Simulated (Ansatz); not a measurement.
# A constructed model of the (100) surface of rock-salt TaC, a layer of Ti, one atom over each Ta (bottom of the slab: a bare face, its two planes held)

The numbers are results of PBE (plane waves to 420 eV, PAW; Ansatz, an electronic-structure program), not measurements.

Set-up: 13 atoms, 14.6 Å thick at the start; mesh 12x12x1; 0.1 eV smearing; dipole correction on; 4 atoms held, the rest relaxed; start symmetry kept, larger cells not searched; no spin, no spin-orbit, no U. In PBE it lies 2.36 eV a 1x1 cell over the lowest computed structure of the same composition (a layer of Ti, one atom over each C).

| Property | Value |
|---|---|
| work function of the top face | 3.80 eV |
| energy released by relaxation | 0.30 eV |
| cost | about 10 core-minutes (a rough figure) |
